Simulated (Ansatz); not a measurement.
# TiB2, response to strain

Consider TiB2 (space group P6/mmm, No. 191; a = 3.032 Å, c = 3.224 Å; relaxed with 0.1 eV smearing). Axes: x lies along a and z along c of the hexagonal cell.

Strains are applied to the cell and any free atomic positions relax.

Method: PBE (Ansatz, an electronic-structure program; PAW; 420 eV plane waves; without spin-orbit coupling).

Notes on the quantities. energy relative to the base: free energy F; pressure: mean of the normal stresses, compression positive.

```tsv
variant	energy relative to the base	pressure	volume per atom
base	0 meV/atom	0.0 GPa	8.56 Å³
uniaxial strain ε_zz = −3.00 %	___	7.2 GPa	8.30 Å³
uniaxial strain ε_zz = −2.50 %	___	___	8.34 Å³
uniaxial strain ε_zz = −1.50 %	+2.8 meV/atom	3.4 GPa	8.43 Å³
uniaxial strain ε_zz = −0.50 %	+0.3 meV/atom	1.1 GPa	8.51 Å³
uniaxial strain ε_zz = +0.50 %	+0.3 meV/atom	-1.1 GPa	8.60 Å³
uniaxial strain ε_zz = +1.00 %	+1.2 meV/atom	-2.1 GPa	8.64 Å³
uniaxial strain ε_zz = +1.50 %	+2.6 meV/atom	-3.1 GPa	8.69 Å³
uniaxial strain ε_zz = +2.00 %	+4.7 meV/atom	-4.1 GPa	8.73 Å³
uniaxial strain ε_zz = +2.50 %	+7.2 meV/atom	-5.1 GPa	8.77 Å³
```

**Question.** Complete the table.

**Answer.** 
- uniaxial strain ε_zz = −3.00 %, energy relative to the base: +11 meV/atom
- uniaxial strain ε_zz = −2.50 %, energy relative to the base: +7.9 meV/atom
- uniaxial strain ε_zz = −2.50 %, pressure: 5.9 GPa

Stability against distortions was not tested. All final runs are without spin polarisation.
